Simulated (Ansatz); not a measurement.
Take MoSi₂ (space group I4/mmm, No. 139; a = 3.202 Å, c = 7.819 Å) as the base. Axes: x, y, z lie along a, b, c of the conventional cell.

The values are results of Ansatz (a quantum-chemistry and plane-wave program) r2SCAN, no spin-orbit coupling, earlier PAW set, not measurements.

Strains are applied to the cell and any free atomic positions relax; under biaxial strain the out-of-plane vector relaxes too.

One change was made to it. Results:

The energy grows by 3.4 meV/atom; the pressure (mean of the normal stresses, compression positive) is nearly the same (0.0 GPa against 0.1 GPa); the band gap stays zero.

Question: Name the change that was made.
A) tensor shear ε_yz = +0.98 %
B) uniaxial strain ε_xx = −1.64 %
C) uniaxial strain ε_xx = +2.38 %
D) biaxial strain +0.60 %, plane normal [001], relaxed out of plane

Answer: A, tensor shear ε_yz = +0.98 %. For comparison, the energy relative to the base in the other runs: uniaxial strain ε_xx = +2.38 % gives +9.5 meV/atom; biaxial strain +0.60 %, plane normal [001], relaxed out of plane gives +1.5 meV/atom; uniaxial strain ε_xx = −1.64 % gives +4.8 meV/atom.

The mesh was chosen for an insulator and is coarse for the gapless case. Without a gap, meshes like the base's 14×14×14 leave anisotropic stresses uncertain by several tenths of a GPa, and small strain energies with them. No phonon test of stability was made. The final runs are not spin-polarised.
